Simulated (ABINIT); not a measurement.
**A self-consistent single point of As2Ru (Pnnm, 6 atoms in the cell) with ABINIT**

Computed with LDA (PW92), PAW (JTH v2.0 LDA PAW) (plane waves; ABINIT 10.0.3).

The input file:

```
# As2Ru, JTH v2.0 LDA PAW
pp_dirpath "./"
pseudos "As.LDA_PW-JTH.xml, Ru.LDA_PW-JTH.xml"
acell 3*1.0 Angstrom
rprim
         5.4355600000    0.0000000000    0.0000000000
         0.0000000000    6.2059500000    0.0000000000
         0.0000000000    0.0000000000    3.0011500000
natom 6
ntypat 2
znucl 33 44
typat 1 1 1 1 2 2
xred
         0.3292200000    0.8663500000    0.5000000000
         0.6707800000    0.1336500000    0.5000000000
         0.8292200000    0.6336500000    0.0000000000
         0.1707800000    0.3663500000    0.0000000000
         0.5000000000    0.5000000000    0.5000000000
         0.0000000000    0.0000000000    0.0000000000
ecut 20 Ha
pawecutdg 40 Ha
pawxcdev 0
occopt 3
tsmear 0.00036749
nband 58
kptopt 1
ngkpt 3 3 6
nshiftk 1
shiftk 0 0 0
nstep 80
toldfe 1.0e-09
prtwf 0
prtden 0
prtvol 1
enunit 2
```

Output, abridged:

```
 Symmetries : space group Pn n m (# 58); Bravais oP (primitive ortho.)

 -outvars: echo values of preprocessed input variables --------
            acell      1.8897261329E+00  1.8897261329E+00  1.8897261329E+00 Bohr
             ecut      2.00000000E+01 Hartree
           enunit           2
              ixc       -1012
         kptrlatt        3    0    0      0    3    0      0    0    6
          kptrlen      3.08151593E+01
            natom           6
            nband          58
            ngfft          45      48      24
          ngfftdg          60      72      36
             nkpt          16
            nstep          80
             nsym           8
           ntypat           2
           occopt           3
        pawecutdg      4.00000000E+01 Hartree
         pawxcdev           0
            rprim      5.4355600000E+00  0.0000000000E+00  0.0000000000E+00
                       0.0000000000E+00  6.2059500000E+00  0.0000000000E+00
                       0.0000000000E+00  0.0000000000E+00  3.0011500000E+00
          spgroup          58
           toldfe      1.00000000E-09 Hartree
           tsmear      3.67490000E-04 Hartree
            typat      1  1  1  1  2  2
           useylm           1
             xred      3.2922000000E-01  8.6635000000E-01  5.0000000000E-01
                       6.7078000000E-01  1.3365000000E-01  5.0000000000E-01
                       8.2922000000E-01  6.3365000000E-01  0.0000000000E+00
                       1.7078000000E-01  3.6635000000E-01  0.0000000000E+00
                       5.0000000000E-01  5.0000000000E-01  5.0000000000E-01
                       0.0000000000E+00  0.0000000000E+00  0.0000000000E+00
            znucl       33.00000   44.00000

== DATASET  1 ==================================================================

 Real(R)+Recip(G) space primitive vectors, cartesian coordinates (Bohr,Bohr^-1):
 R(1)= 10.2717198  0.0000000  0.0000000  G(1)=  0.0973547  0.0000000  0.0000000
 R(2)=  0.0000000 11.7275459  0.0000000  G(2)=  0.0000000  0.0852693  0.0000000
 R(3)=  0.0000000  0.0000000  5.6713516  G(3)=  0.0000000  0.0000000  0.1763248
 Unit cell volume ucvol=  6.8318272E+02 bohr^3
 Angles (23,13,12)=  9.00000000E+01  9.00000000E+01  9.00000000E+01 degrees

 Coarse grid specifications (used for wave-functions):

 getcut: wavevector=  0.0000  0.0000  0.0000  ngfft=  45  48  24
         ecut(hartree)=     20.000   => boxcut(ratio)=   2.03308

 Fine grid specifications (used for densities):

 getcut: wavevector=  0.0000  0.0000  0.0000  ngfft=  60  72  36
         ecut(hartree)=     40.000   => boxcut(ratio)=   2.05170

   1.39330967E+04                                ecore*ucvol(ha*bohr**3)

_setup2: Arith. and geom. avg. npw (full set) are    2916.833    2916.826

--- !BeginCycle
solver: {iscf: 17, nstep: 80, nline: 4, wfoptalg: 10, }
tolerances: {toldfe: 1.00E-09, }
...

     iter   Etot(hartree)      deltaE(h)  residm     nres2
 ETOT  1  -631.93649244409    -6.319E+02 3.009E+01 5.454E+01
 ETOT  2  -648.79814105733    -1.686E+01 1.938E-01 6.303E+01
 ETOT  3  -648.56872383145     2.294E-01 1.838E-01 1.215E+01
 ETOT  4  -648.54092245779     2.780E-02 2.426E-02 9.514E+00
 ETOT  5  -648.50135412389     3.957E-02 2.067E-02 6.650E-01
 ETOT  6  -648.49668140871     4.673E-03 7.720E-03 2.088E-02
   [... 2 lines left out ...]
 ETOT  9  -648.49689317581     1.047E-05 3.287E-03 1.839E-05
 ETOT 10  -648.49689381618    -6.404E-07 1.445E-03 5.708E-06
 ETOT 11  -648.49689382383    -7.650E-09 1.394E-03 4.297E-07
 ETOT 12  -648.49689382350     3.325E-10 5.196E-04 3.623E-08
 ETOT 13  -648.49689382352    -1.853E-11 4.615E-04 1.632E-09

 At SCF step   13, etot is converged :
  for the second time, diff in etot=  1.853E-11 < toldfe=  1.000E-09

 Cartesian components of stress tensor (hartree/bohr^3)
  sigma(1 1)=  1.95056265E-04  sigma(3 2)=  0.00000000E+00
  sigma(2 2)=  2.22789309E-04  sigma(3 1)=  0.00000000E+00
  sigma(3 3)=  2.02735428E-04  sigma(2 1)=  0.00000000E+00

 ----iterations are completed or convergence reached----

 reduced coordinates (array xred) for    6 atoms
       0.329220000000      0.866350000000      0.500000000000
       0.670780000000      0.133650000000      0.500000000000
       0.829220000000      0.633650000000      0.000000000000
       0.170780000000      0.366350000000      0.000000000000
       0.500000000000      0.500000000000      0.500000000000
       0.000000000000      0.000000000000      0.000000000000
 cartesian forces (eV/Angstrom) at end:
    1     -0.12460901798863    -0.13412990672005    -0.00000000000000
    2      0.12460901798863     0.13412990672005    -0.00000000000000
    3     -0.12460901798863     0.13412990672005     0.00000000000000
    4      0.12460901798863    -0.13412990672005    -0.00000000000000
    5     -0.00000000000000     0.00000000000000    -0.00000000000000
    6     -0.00000000000000     0.00000000000000    -0.00000000000000
 frms,max,avg= 8.6304679E-02 1.3412991E-01   0.000E+00  0.000E+00  0.000E+00 e/A
 length scales=  1.889726132886  1.889726132886  1.889726132886 bohr
              =  1.000000000000  1.000000000000  1.000000000000 angstroms
 Fermi (or HOMO) energy (hartree) =   0.33018   Average Vxc (hartree)=  -0.41783
 Eigenvalues (hartree) for nkpt=  16  k points:
 kpt#   1, nband= 58, wtk=  0.01852, kpt=  0.0000  0.0000  0.0000 (reduced coord)
  -2.32502   -2.32501   -1.23016   -1.23014   -1.22751   -1.22748   -1.21917   -1.21915
  -0.98305   -0.98298   -0.98156   -0.98140   -0.98086   -0.98083   -0.98043   -0.98033
  -0.97871   -0.97862   -0.97841   -0.97840   -0.97806   -0.97804   -0.97798   -0.97786
   [... 5 lines left out ...]
      occupation numbers for kpt#   1
   2.00000    2.00000    2.00000    2.00000    2.00000    2.00000    2.00000    2.00000
   2.00000    2.00000    2.00000    2.00000    2.00000    2.00000    2.00000    2.00000
   2.00000    2.00000    2.00000    2.00000    2.00000    2.00000    2.00000    2.00000
   [... 5 lines left out ...]
 prteigrs : prtvol=0 or 1, do not print more k-points.

 Fermi (or HOMO) energy (eV) =   8.98473   Average Vxc (eV)= -11.36967
 Eigenvalues (   eV  ) for nkpt=  16  k points:
 kpt#   1, nband= 58, wtk=  0.01852, kpt=  0.0000  0.0000  0.0000 (reduced coord)
 -63.26700  -63.26674  -33.47425  -33.47382  -33.40216  -33.40146  -33.17528  -33.17478
 -26.75013  -26.74815  -26.70971  -26.70538  -26.69052  -26.68974  -26.67893  -26.67623
 -26.63197  -26.62963  -26.62389  -26.62367  -26.61443  -26.61393  -26.61229  -26.60890
   [... 5 lines left out ...]
 prteigrs : prtvol=0 or 1, do not print more k-points.

--- !EnergyTerms
comment             : Components of total free energy in Hartree
kinetic             :  3.92046538625346E+01
hartree             :  1.55430071657284E+02
xc                  : -1.64743633803145E+01
Ewald energy        : -4.08709967241057E+02
psp_core            :  2.03943925812565E+01
local_psp           : -4.46538321163024E+02
spherical_terms     :  8.19663707801241E+00
internal            : -6.48496896605308E+02
'-kT*entropy'       :  1.20017145889940E-15
total_energy        : -6.48496896605308E+02
total_energy_eV     : -1.76464979855458E+04
...

-Cartesian components of stress tensor (GPa)         [Pressure= -6.0860E+00 GPa]
- sigma(1 1)=  5.73875247E+00  sigma(3 2)=  0.00000000E+00
- sigma(2 2)=  6.55468666E+00  sigma(3 1)=  0.00000000E+00
- sigma(3 3)=  5.96468121E+00  sigma(2 1)=  0.00000000E+00

 Calculation completed.
```

The run converged in 13 iterations.

The starting cell comes from a database of computed structures (which also holds hypothetical and non-ambient phases and stackings), without a prior relaxation at this level. With a pressure of about -6 GPa the cell is away from its equilibrium volume at this level.

Cost on one core of a shared machine: roughly 2 min.
